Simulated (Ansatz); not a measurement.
The parent structure is Zr in the hcp (Mg type) structure (space group P6_3/mmc, No. 194; a = 3.231 Å, c = 5.179 Å; relaxed with 0.1 eV smearing).

(Cell as relaxed with PBE.)

Levels (all Ansatz, a program for electronic structure, PAW, earlier PAW set): PBE (420 eV, no spin-orbit coupling); r2SCAN (500 eV, no spin-orbit coupling).

Each level relaxes its own structure.

```
base                      PBE    r2SCAN
-------------------  --------  --------
volume per atom      23.41 Å³  23.51 Å³
lattice parameter a   3.231 Å   3.244 Å
band gap                 zero      zero
```

Perturbation: every lattice vector is stretched by 5.33 %; the atoms relax in the strained cell.

| quantity | PBE | r2SCAN |
|---|---|---|
| energy relative to the base (free energy F) | +154 meV/atom | +158 meV/atom |
| pressure (mean of the normal stresses, compression positive) | -11.1 GPa | -11.4 GPa |
| band gap | zero | zero |

PBE's energy relative to the base lies 4.0 meV/atom below r2SCAN's; PBE's pressure lies 0.3 GPa above r2SCAN's; the two agree on the band gap. Neither level is exact; r2SCAN is the comparison here, not a measurement.

Whether these cells are dynamically stable was not tested. The final runs are not spin-polarised.
